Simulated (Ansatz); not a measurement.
## CuI, carrier doping

The reference is CuI in the wurtzite structure (space group P6_3mc, No. 186).

Space group P6₃mc (No. 186); a = b = 4.187 Å, c = 6.898 Å, α = β = 90.00°, γ = 120.00°

| atom | site | symmetry | x | y | z |
|---|---|---|---|---|---|
| Cu | 2b | 3m. | 0.3333 | 0.6667 | 0.3737 |
| I | 2b | 3m. | 0.3333 | 0.6667 | 0.0013 |

Carriers are added at fixed cell with a uniform background; the Fermi–Dirac width is that of 300 K.

Level of theory: PBEsol/PAW in Ansatz (a quantum-chemistry and plane-wave program), scalar-relativistic without spin-orbit coupling.

Notes on the quantities. Fermi level from band edge: Fermi level relative to the doped band's edge (positive inside the band; to 0.05 eV).

```csv
variant,Fermi level from band edge,gap between the host's bands
undoped,–,1.22 eV
electrons 3.0×10^21 cm⁻³,+1.25 eV,1.15 eV
electrons 5.0×10^21 cm⁻³,+1.35 eV,1.11 eV
electrons 7.0×10^21 cm⁻³,+1.45 eV,1.07 eV
holes 3.0×10^21 cm⁻³,+0.35 eV,1.40 eV
holes 5.0×10^21 cm⁻³,+0.50 eV,1.51 eV
holes 7.0×10^21 cm⁻³,+0.60 eV,1.62 eV
```

Carriers are added with a uniform compensating background; total energy and stress of such cells depend on the potential's zero and are not compared; many-body gap narrowing is missing at this level. Spin-orbit coupling, missing from the scalar runs, can matter with I. Whether these cells are dynamically stable was not tested. All final runs are without spin polarisation. This is not the structure that CuI has at room temperature and ambient pressure.
